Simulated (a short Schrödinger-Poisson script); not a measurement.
Stack: symmetric double-gate stack, Al2O3 on p-type Si(100), at 300 K.

```csv
layer,material,thickness (nm),Na (cm⁻³)
1,Al2O3,2,-
2,Si,3,1e16
3,Al2O3,2,-
```

The device is made up for the run: typed textbook-type constants, with dimensions and the other settings drawn at random. Al2O3: permittivity 9, conduction-band edge (eV) 2.7, gap (eV) 6.8, electron mass (mₑ) 0.3. Si: permittivity 11.7, conduction-band edge (eV) 0, gap (eV) 1.124, Nv at 300 K (cm⁻³) 3.1e19.

Channel valleys (confinement mass, in-plane density-of-states mass, number): Δ2 0.916, 0.19, 2; Δ4 0.19, 0.417, 4. At the gates, both at one voltage, the conduction-band edge of layer 1 lies 2.7 eV − eVg above the Fermi level of the channel. Gaps are held at their typed values at every temperature. Mesh 0.03 nm at interfaces.

From a short Schrödinger-Poisson script (our own, NumPy): 1D Poisson equation in equilibrium, electrons classical, Boltzmann, parabolic valleys, classical holes, full ionisation, no traps, pinning or gate leakage.

The same stack at other levels of the model or other numerical settings:

```
run                                          sheet density of all electrons at Vg = 0.7 V (cm⁻²)  sheet density of all electrons at Vg = 0.1 V (cm⁻²)  capacitance of both gates at Vg = 0.7 V (μF/cm²)  gate voltage at 1e11 electrons/cm² (V)  rough cost against the base
-------------------------------------------  ---------------------------------------------------  ---------------------------------------------------  ------------------------------------------------  --------------------------------------  ---------------------------
base                                                                                     3.04e13                                              4.85e12                                              7.33                                   -0.11                      about 1
electrons treated as classical, Fermi-Dirac                                              2.79e13                                              4.64e12                                              6.53                                   -0.11                            3
electrons treated as quantum, Hartree                                                    2.22e13                                              2.51e12                                               [?]                                   -0.05                           30
mesh six times as coarse                                                                 2.95e13                                                  [?]                                               [?]                                   -0.11                      about 1
```

**Question.** Complete the blanks.

**Answer.** 
- electrons treated as quantum, Hartree, capacitance of both gates at Vg = 0.7 V (μF/cm²): 5.84
- mesh six times as coarse, sheet density of all electrons at Vg = 0.1 V (cm⁻²): 4.73e12
- mesh six times as coarse, capacitance of both gates at Vg = 0.7 V (μF/cm²): 7.06

The classical rows ignore confinement, and Boltzmann statistics overrate the density once the band edge passes the Fermi level.
